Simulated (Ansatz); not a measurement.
Worked example: self-consistent single point of Mg₃Au (P3m1, 8 atoms in the cell) in Ansatz (an electronic-structure program).

Computed with LDA (PW92), default PAW files made with PBE (plane waves; Ansatz).

```
CELL_PARAMETERS angstrom
      4.64986     0.00000     0.00000
     -2.32493     4.02690     0.00000
      0.00000     0.00000     8.45142
ATOMIC_POSITIONS crystal
  Mg 0.00000 0.00000 0.25592
  Mg 0.00000 0.00000 0.75000
  Mg 0.33333 0.66667 0.92263
  Mg 0.66667 0.33333 0.07737
  Mg 0.66667 0.33333 0.42263
  Mg 0.33333 0.66667 0.57737
  Au 0.33333 0.66667 0.25000
  Au 0.66667 0.33333 0.75000
```

Reference input (self-consistent single point, DFT, LDA (PW92), plane waves, default PAW files made with PBE): basis.ecutwfc = 420 eV; kpoints.mp_grid.grid = 7 7 3; hamiltonian.xc = lda; hamiltonian.pseudopotentials = {kind: paw} (the program's default PAW files); scf.occupations.method = gaussian; scf.occupations.width = 0.1 eV. This run's input differs from it in these lines:

Ansatz 0.2 input:
```diff
@@ -18,3 +18,3 @@
 kpoints:
-  mp_grid: { grid: [7, 7, 3] }
+  mp_grid: { grid: [5, 5, 3] }
 hamiltonian:
@@ -23,3 +23,3 @@
 scf:
-  occupations: { method: gaussian, width: 0.1 }
+  occupations: { method: gaussian, width: 0.3 }
 output:
```

Output, abridged:

```
SCF iter   1: F=—  HF=-37143.070476 eV  |F-HF|=—  |Δ(HF+E_count)|=         —  Δρ=6.56e-3  dr2=2.35e-2  ethr=1.77e-3  ⟨swp⟩=8.6  Hψ=2706  notcnv=0
all-band conjugate gradients solve this SCF's bands
preconditioner: auto → Kerker (q_TF=auto, 2.519 Å⁻¹)
SCF iter   2: F=—  HF=-37143.047842 eV  |F-HF|=—  |Δ(HF+E_count)|=   2.26e-2  Δρ=2.70e-3  dr2=5.84e-3  ethr=2.39e-5  ⟨swp⟩=2.0  Hψ=1280  notcnv=0
   [... lines left out ...]
SCF iter   5: F=—  HF=-37143.045636 eV  |F-HF|=—  |Δ(HF+E_count)|=   2.55e-5  Δρ=7.75e-5  dr2=1.52e-5  ethr=1.15e-7  ⟨swp⟩=2.0  Hψ=870  notcnv=0
SCF iter   6: F=—  HF=-37143.045648 eV  |F-HF|=—  |Δ(HF+E_count)|=   1.20e-5  Δρ=2.17e-5  dr2=1.00e-6  ethr=1.55e-8  ⟨swp⟩=2.0  Hψ=867  notcnv=0
SCF iter   7: F=—  HF=-37143.045648 eV  |F-HF|=—  |Δ(HF+E_count)|=   2.96e-8  Δρ=6.91e-6  dr2=1.19e-7  ethr=1.02e-9  ⟨swp⟩=2.0  Hψ=868  notcnv=0
SCF iter   8: F=-37143.045648 eV  HF=-37143.045648 eV  |F-HF|=4.31e-9  |Δ(HF+E_count)|=   1.45e-8  Δρ=1.96e-6  dr2=6.86e-9  ethr=1.02e-10  ⟨swp⟩=9.4  Hψ=2741  notcnv=0
SCF 1 converged in 8 iterations: F = -37143.045648 eV  dr2 = 6.86e-9
Free energy (F): -37143.045648 eV
Internal energy: -37142.946942 eV  (E = F + TS)
E sigma→0 (E₀):  -37142.996295 eV
Entropy (-TS):   -0.098706 eV (-12.338 meV/atom)
Fermi energy:    9.260722 eV
--- Forces (eV/Å), atoms counted from 1 ---
  atom   1  Mg     0.00000000    -0.00000000    -0.07952589
  atom   2  Mg     0.00000000     0.00000000    -0.00247995
  atom   3  Mg     0.00000000    -0.00000000    -0.01336801
  atom   4  Mg     0.00000000     0.00000000     0.04521468
  atom   5  Mg     0.00000000     0.00000000     0.01436009
  atom   6  Mg     0.00000000    -0.00000000     0.01729156
  atom   7  Au     0.00000000     0.00000000     0.00626219
  atom   8  Au     0.00000000    -0.00000000     0.01224485
--- Stress (GPa, compression-positive) ---
       -2.272415       0.000000       0.000000
        0.000000      -2.272415       0.000000
        0.000000      -0.000000      -1.618326
  P = ⅓ Tr σ = -2.0544 GPa (-20.544 kbar)
  The stress holds the Pulay correction. Without it, at fixed plane waves, as pw.x and ABINIT print it: P = -2.0670 GPa
```

The run converged in 8 iterations. Against the reference run the free energy drops by 9.9 meV/atom, the pressure hardly changes (-2.11 to -2.05 GPa) and the largest force goes from 0.073 to 0.080 eV/Å.

The starting cell comes from a database of computed structures (which also holds hypothetical and non-ambient phases and stackings), without a prior relaxation at this level. Its lattice was rescaled by up to half a per cent. One atom was moved a little off its site on purpose. Ansatz's pressure includes its estimate of the finite-basis (Pulay) stress.
